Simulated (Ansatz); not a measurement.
System: 1T (CdI2-type) FeI2. Method: LDA in Ansatz (PAW).

Settings: plane-wave cutoff 520 eV, 18×18×8 k mesh (along the axes of the cell as run), Fermi–Dirac smearing 0.05 eV, spin-polarised with parallel moments, scalar-relativistic PAW data made under PBE.

The cell is scaled about its equilibrium volume:

Shape and atoms are relaxed at each volume.

```csv
V (Å³/atom),P (GPa),moment (μB per cell of 3 atoms),c (Å),a (Å)
26.840,1.03,3.90,6.418,3.806
27.399,0.47,3.93,6.492,3.824
27.958,0.00,3.95,6.568,3.840
28.518,-0.38,3.96,6.653,3.853
29.077,-0.66,3.97,6.746,3.864
```

Note: the magnetic order was assumed, not searched for or taken from measurement; the volume lies 12 % below that of the published cell; the bulk modulus comes from volumes at which shape and atoms were relaxed; functionals without U or exact exchange can leave correlated insulators metallic, so the missing gap need not be real.

Ansatz is an electronic-structure program.
